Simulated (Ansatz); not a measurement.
The starting structures come from a database of crystals and need not be the phases stable at ambient conditions.

 Where the default PAW files enter, the runs use the earlier of Ansatz's two default sets.

Inside the gap of an insulator the Bloch states are evanescent, with a wavenumber k + iκ along the transport direction.

Given:

```yaml
crystal:
  lattice:
    - [5.07429, 0.00000, 0.00000]
    - [2.53714, 5.79430, 0.00000]
    - [2.53715, 1.11094, 4.25172]
  atoms:
    - { symbol: Ba, position: [0.00000, 0.00000, 0.00000] }
    - { symbol: Ti, position: [0.50000, 0.50000, 0.50000] }
    - { symbol: B, position: [0.23276, 0.30172, 0.23276] }
    - { symbol: B, position: [0.76724, 0.69828, 0.76724] }
    - { symbol: O, position: [0.92702, 0.29251, 0.34064] }
    - { symbol: O, position: [0.07298, 0.70749, 0.65936] }
    - { symbol: O, position: [0.43983, 0.29251, 0.92702] }
    - { symbol: O, position: [0.56017, 0.70749, 0.07298] }
    - { symbol: O, position: [0.34064, 0.29251, 0.43983] }
    - { symbol: O, position: [0.65936, 0.70749, 0.56017] }
```

Space group of this cell: R-3. The cell is taken as given; by r2SCAN its mean pressure is -4.7 GPa.

Transport runs along the normal of the first two printed cell vectors, the (101) plane of the conventional cell.

The gap is the functional's own. No spin-orbit coupling. Mid-gap values are interpolated on the energy grid.

Give the band gap and the smallest decay constant κ at mid-gap that Ansatz (a program for electronic structure) with r2SCAN yields.

Gap 2.83 eV on a 8×8×8 mesh; κ = 0.399 1/Å, at the zone centre.
